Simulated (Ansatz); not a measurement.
Consider the following.

```
Pd
1.0
    0.00000     2.00962     1.93885
    1.93885     0.00000     1.93885
    1.93885     2.00962     0.00000
Pd
1
Direct
  0.00000   0.00000   0.00000
```

No spin polarisation.

A single point on Pd with a change (uniaxial strain ε_yy = +3.65 %), its geometry relaxed with PBEsol.

Computed with Ansatz (a first-principles code), r2SCAN, PAW, cutoff 500 eV, scalar-relativistic without spin-orbit coupling. Γ-centred 29×29×29 mesh, Fermi–Dirac width 0.1 eV.

Predict the band gap.

Zero.

Predict the pressure.

-1.8 GPa.

Single points use the geometry relaxed with PBEsol. Whether these cells are dynamically stable was not tested. The final runs are not spin-polarised. The cell was made from Pd in the fcc (Cu type) structure (space group Fm-3m, No. 225) by this change: uniaxial strain ε_yy = +3.65 %. Pd has a high density of states at the Fermi level and may be magnetic at this level.
